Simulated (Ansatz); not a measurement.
AgI (model structure, started from the NiAs type, P6₃/mmc, No. 194, 4 atoms in the cell) was calculated with PBEsol (Ansatz, a quantum-chemistry and plane-wave program, plane waves, PAW).

Settings: plane-wave cutoff 520 eV, 12×12×6 k mesh (along the axes of the cell as run), Fermi–Dirac smearing 0.01 eV, no spin polarisation, scalar-relativistic PAW data made under PBE.

Cell (relaxed with PBEsol):

```cif
data_Ag2I2
_chemical_formula_sum 'Ag2 I2'
_space_group_name_H-M_alt 'P63/mmc'
_space_group_IT_number 194
_space_group_name_Hall '-P 6c 2c'
_cell_length_a 4.41855
_cell_length_b 4.41855
_cell_length_c 6.40972
_cell_angle_alpha 90.000
_cell_angle_beta 90.000
_cell_angle_gamma 120.000
loop_
_atom_site_label
_atom_site_type_symbol
_atom_site_symmetry_multiplicity
_atom_site_Wyckoff_symbol
_atom_site_fract_x
_atom_site_fract_y
_atom_site_fract_z
_atom_site_occupancy
Ag1 Ag 2 a 0.00000 0.00000 0.00000 1
I1 I 2 c 0.33333 0.66667 0.25000 1
```

Question: What does this level give for the band gap and smallest direct gap on the k points sampled?

Answer: 
* **band gap**: 0.66 eV
* **smallest direct gap on the k points sampled**: 0.84 eV

Note: the relaxation could raise the start's symmetry but not lower it, so the cell can be a saddle point.

Spin–orbit coupling is not included; with these elements it can move the gap by several tenths of an eV or more.

The computed numbers hold no vibrational or temperature effects.

It cost around 50 core-seconds (rough) of CPU time.

A model structure was made by putting elements into a prototype or built by hand; it is no filed structure, need not be a known phase, and can be a saddle point held by its symmetry.
